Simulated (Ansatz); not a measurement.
**Hypothetical zinc blende BiB: strain tensor (xx, yy, zz, yz, xz, xy) = (−1.59, −0.36, −0.11, +1.34, −0.62, −0.51) %**

Take BiB in the zinc blende structure (space group F-43m, No. 216; a = 5.4905 Å; a hypothetical phase, not in the database extracts checked) as the base. Axes: x, y, z lie along the cube axes.

Now apply this change: the symmetric strain tensor [-0.0159 -0.0051 -0.0062; -0.0051 -0.0036 0.0134; -0.0062 0.0134 -0.0011]; the atoms relax in the strained cell.

Level of theory: plane-wave PAW DFT at the r2SCAN level (Ansatz, an electronic-structure program, 500 eV), spin-orbit coupling left out. k-mesh 10×10×10 (Γ-centred); smearing 0.05 eV (Fermi–Dirac).

| quantity | base | changed | shift |
|---|---|---|---|
| volume per atom | 20.69 Å³ | 20.26 Å³ | -0.43 Å³ |
| space group | F-43m (No. 216) | P1 (No. 1) | – |
| shortest interatomic distance | 2.377 Å | 2.349 Å | -0.0289 Å |
| energy relative to the base (free energy F) | 0 meV/atom | +8.2 meV/atom | +8.2 meV/atom |
| pressure (mean of the normal stresses, compression positive) | 0.00 GPa | 1.80 GPa | +1.80 GPa |
| band gap | 0.39 eV | 0.34 eV | -0.041 eV |
| gap character | direct at Γ | indirect, Γ → R | – |
| smallest direct gap | 0.39 eV | 0.42 eV | +0.03 eV |
| valence-band top at Γ (three highest levels, from the VBM) | 0.00, 0.00, 0.00 eV | 0.00, -0.03, -0.24 eV | – |
| valley order (the lowest conduction-band minima on the path, energy above the VBM, named in the base's zone) | Γ 0.39 eV; L along ⟨111⟩ 0.52 eV; a point along ⟨100⟩, about 0.9 Å⁻¹ from Γ 0.85 eV | L along [1-11] 0.34 eV; L along [11-1] 0.37 eV; Γ 0.42 eV; L along [111] 0.54 eV | – |
| stress (xx, yy, zz, yz, xz, xy; compression positive) | – | (2.65, 1.50, 1.24, -2.20, 1.07, 0.88) GPa | – |

Final structure:

```
CELL_PARAMETERS angstrom
     -0.03088     2.77201     2.77887
      2.68457     0.02279     2.72520
      2.68773     2.72150     0.01963
ATOMIC_POSITIONS crystal
  Bi 0.74735 0.75165 0.75136
  B  0.00265 0.99835 0.99864
```

Cost of the whole job for the changed cell (relaxation, final SCF and bands): about 4 core-minutes (a rough figure).

With Bi present, leaving out spin-orbit coupling can change the band edges. No phonon test of stability was made. Labels are those of the standard path for the cell's own space group.
